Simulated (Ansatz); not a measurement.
Consider Sr$_{3}$SbN in the anti-perovskite structure (space group Pm-3m, No. 221; a = 5.131 Å; a cell from a computed database, its experimental status unchecked). Axes: x, y, z lie along the cube axes.

The change: uniaxial stress, 3 GPa compression along x, with the cell and atoms free to relax against it.

Levels (all Ansatz, a program for electronic structure, PAW): PBEsol (420 eV, scalar-relativistic without spin-orbit coupling); HSE06 (420 eV, no spin-orbit coupling).

The geometry is relaxed with PBEsol.

- PBEsol band gap = zero

Q: Predict the band gap from HSE06.

A: The band gap changes from zero to 0.73 eV.

Single points use the geometry relaxed with PBEsol. HSE06 gaps are upper bounds (no full band path). Spin-orbit coupling, missing from the scalar runs, can matter with Sb. Load acts through the strain it causes; cell and atoms are relaxed under it. Stability under load was not tested beyond the relaxation. The final runs are not spin-polarised. Gaps under 0.05 eV, about the width of the smearing, are given as zero. A zero or small gap of Sr3SbN can be the functional's error rather than a property of the material.
